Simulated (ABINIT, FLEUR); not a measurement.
An ABINIT input for a self-consistent single point of MnS (Fm-3m, 4 atoms in the cell) (DFT, PBE, plane waves, PAW (JTH v2.0 PBE PAW)):

```
# MnS, JTH v2.0 PBE PAW
pp_dirpath "./"
pseudos "Mn.GGA_PBE-JTH.xml, S.GGA_PBE-JTH.xml"
acell 3*1.0
rprim
         9.6217068594    4.8108534297    4.8108534297
         4.8108534297    9.6217068594    4.8108534297
         4.8108534297    4.8108534297    9.6217068594
natom 4
ntypat 2
znucl 25 16
typat 1 1 2 2
xcart
         0.0000000000    0.0000000000    0.0000000000
         5.0915880000    5.0915880000    5.0915880000
         2.5457940000    2.5457940000    2.5457940000
         7.6373820000    7.6373820000    7.6373820000
      Angstrom
chkprim 0
ecut 30
pawecutdg 60
pawxcdev 0
ixc 11
nsppol 2
spinat
      0 0 5
      0 0 -5
      0 0 0
      0 0 0
occopt 3
tsmear 0.00073499
nband 28
kptopt 1
ngkpt 6 6 6
nshiftk 1
shiftk 0 0 0
nstep 50
tolvrs 1.0e-11
prtwf 0
prtden 0
prtvol 1
enunit 2
```

Q: Write the same calculation as an input for FLEUR.

A: One input that does it (others would too):

Input of the input generator:

```
MnS
&input film=f /
5.0915880000 2.5457940000 2.5457940000
2.5457940000 5.0915880000 2.5457940000
2.5457940000 2.5457940000 5.0915880000
1.8897261246
1.0 1.0 1.0

4
25 0.0000000000 0.0000000000 0.0000000000 : 5.00
25 0.5000000000 0.5000000000 0.5000000000 : -5.00
16 0.2500000000 0.2500000000 0.2500000000 : 0.00
16 0.7500000000 0.7500000000 0.7500000000 : 0.00

&comp jspins=2 /
&kpt div1=6 div2=6 div3=6 gamma=t /
&end /
```

```xml
<?xml version="1.0" encoding="UTF-8" standalone="no"?>
<fleurInput fleurInputVersion="0.39">
   <comment>
      MnS                                                                                                 
   </comment>
   <calculationSetup>
      <cutoffs Kmax="4.5" Gmax="18.0" GmaxXC="18.0" numbands="0"/>
      <scfLoop itmax="80" minDistance="0.00001" maxIterBroyd="15" imix="Anderson" alpha="0.05" precondParam="0.0" spinf="2.0"/>
      <coreElectrons ctail="T" frcor="F" kcrel="0" coretail_lmax="0"/>
      <xcFunctional name="pbe" relativisticCorrections="F"/>
      <magnetism jspins="2"/>
      <soc l_soc="F" theta="0.0" phi="0.0" spav="F"/>
      <expertModes spex="0" secvar="F"/>
      <geometryOptimization l_f="T" forcealpha="1.0" forcemix="BFGS" epsdisp="0.00001" epsforce="0.00001"/>
      <ldaU l_linMix="F" mixParam="0.05" spinf="1.0"/>
   </calculationSetup>
   <cell>
      <bzIntegration valenceElectrons="42.0" mode="hist" fermiSmearingEnergy="0.00073499">
         <kPointListSelection listName="default-1"/>
         <!-- k-points included here -->
         <xi:include xmlns:xi="http://www.w3.org/2001/XInclude" href="kpts.xml"> </xi:include>
      </bzIntegration>
      <!-- symmetry operations included here -->
      <xi:include xmlns:xi="http://www.w3.org/2001/XInclude" href="sym.xml"> </xi:include>
      <bulkLattice scale="1.0">
         <bravaisMatrix>
            <row-1>    9.6217068592998647     4.8108534296499323     4.8108534296499323</row-1>
            <row-2>    4.8108534296499323     9.6217068592998647     4.8108534296499323</row-2>
            <row-3>    4.8108534296499323     4.8108534296499323     9.6217068592998647</row-3>
         </bravaisMatrix>
      </bulkLattice>
   </cell>
   <atomSpecies>
      <species name="Manganese 5.000" element="Mn" atomicNumber="25">
         <mtSphere radius="2.68" gridPoints="925" logIncrement="0.013"/>
         <atomicCutoffs lmax="10" lnonsphr="8"/>
         <electronConfig flipSpins="F">
            <coreConfig>(1s1/2) (2s1/2) (2p1/2) (2p3/2)</coreConfig>
            <valenceConfig>(3s1/2) (3p1/2) (3p3/2) (4s1/2) (3d3/2) (3d5/2)</valenceConfig>
            <stateOccupation state="(3d3/2)" spinUp="2.0" spinDown="0.0"/>
            <stateOccupation state="(3d5/2)" spinUp="3.0" spinDown="0.0"/>
         </electronConfig>
         <energyParameters s="4" p="4" d="3" f="4"/>
         <lo type="SCLO" l="0" n="3" eDeriv="0"/>
         <lo type="SCLO" l="1" n="3" eDeriv="0"/>
      </species>
      <species name="Manganese -5.000" element="Mn" atomicNumber="25">
         <mtSphere radius="2.68" gridPoints="925" logIncrement="0.013"/>
         <atomicCutoffs lmax="10" lnonsphr="8"/>
         <electronConfig flipSpins="F">
            <coreConfig>(1s1/2) (2s1/2) (2p1/2) (2p3/2)</coreConfig>
            <valenceConfig>(3s1/2) (3p1/2) (3p3/2) (4s1/2) (3d3/2) (3d5/2)</valenceConfig>
            <stateOccupation state="(3d3/2)" spinUp="0.0" spinDown="2.0"/>
            <stateOccupation state="(3d5/2)" spinUp="0.0" spinDown="3.0"/>
         </electronConfig>
         <energyParameters s="4" p="4" d="3" f="4"/>
         <lo type="SCLO" l="0" n="3" eDeriv="0"/>
         <lo type="SCLO" l="1" n="3" eDeriv="0"/>
      </species>
      <species name="Sulfur (S)" element="S" atomicNumber="16">
         <mtSphere radius="1.77" gridPoints="613" logIncrement="0.019"/>
         <atomicCutoffs lmax="8" lnonsphr="6"/>
         <electronConfig flipSpins="F">
            <coreConfig>(1s1/2) (2s1/2) (2p1/2) (2p3/2)</coreConfig>
            <valenceConfig>(3s1/2) (3p1/2) (3p3/2)</valenceConfig>
            <stateOccupation state="(3p1/2)" spinUp="0.6666666667" spinDown="0.6666666667"/>
            <stateOccupation state="(3p3/2)" spinUp="1.333333333" spinDown="1.333333333"/>
         </electronConfig>
         <energyParameters s="3" p="3" d="3" f="4"/>
      </species>
   </atomSpecies>
   <atomGroups>
      <atomGroup species="Manganese 5.000">
         <relPos label="                   1">.0000000000 .0000000000 .0000000000</relPos>
         <force calculate="T" relaxXYZ="TTT"/>
      </atomGroup>
      <atomGroup species="Manganese -5.000">
         <relPos label="                   2">1.000/2.000 1.000/2.000 1.000/2.000</relPos>
         <force calculate="T" relaxXYZ="TTT"/>
      </atomGroup>
      <atomGroup species="Sulfur (S)">
         <relPos label="                   3">1.000/4.000 1.000/4.000 1.000/4.000</relPos>
         <relPos label="                   4">-1.000/4.000 -1.000/4.000 -1.000/4.000</relPos>
         <force calculate="T" relaxXYZ="TTT"/>
      </atomGroup>
   </atomGroups>
   <output dos="F" band="F" slice="F">
      <checks vchk="F" cdinf="F"/>
      <bandDOS minEnergy="-.5*Htr" maxEnergy="0.5*Htr" sigma="0.015" storeEVData="T"/>
      <vacuumDOS vacdos="F" integ="F" star="F" nstars="0" locx1="0.0" locy1="0.0" locx2="0.0" locy2="0.0" nstm="0" tworkf="0.0"/>
      <unfoldingBand unfoldBand="F" supercellX="1" supercellY="1" supercellZ="1"/>
      <plotting iplot="0" polar="F">
         <plot TwoD="T" vec1="  1.0  0.0  0.0" vec2="  0.0  1.0  0.0" vec3="  0.0  0.0  1.0" zero="  0.0  0.0  0.0" file="plot"/>
      </plotting>
      <chargeDensitySlicing numkpt="0" minEigenval="0.0" maxEigenval="0.0" nnne="0" pallst="F"/>
      <specialOutput eonly="F"/>
      <magneticCircularDichroism mcd="F" energyLo="-10.0" energyUp="0.0"/>
   </output>
  <!-- We include the file relax.xml here to enable relaxations (see documentation) -->
  <xi:include xmlns:xi="http://www.w3.org/2001/XInclude" href="relax.xml"> <xi:fallback/> </xi:include>
</fleurInput>
```

Basis, cutoffs, solver keys and any potentials are the target program's own. This input uses DFT, PBE, all-electron FLAPW (FLEUR), scalar-relativistic valence. Both were run: gap on the mesh 0.588 eV in ABINIT and 0.591 in FLEUR; size of the net moment 0.00 μB/atom in ABINIT and 0.00 in FLEUR.

On ABINIT: the starting cell has typed, rounded lattice constants, without a prior relaxation at this level. Its lattice was rescaled by a random factor within 2.5 % of one. The magnetic order is the one reached from the typed start; others were not searched systematically.

On FLEUR: the starting cell has typed, rounded lattice constants, without a prior relaxation at this level. Its lattice was rescaled by a random factor within 2.5 % of one. The magnetic order is the one reached from the typed start; others were not searched systematically. Values depend on the basis (sphere radii, cutoffs, local orbitals), which need not be converged.
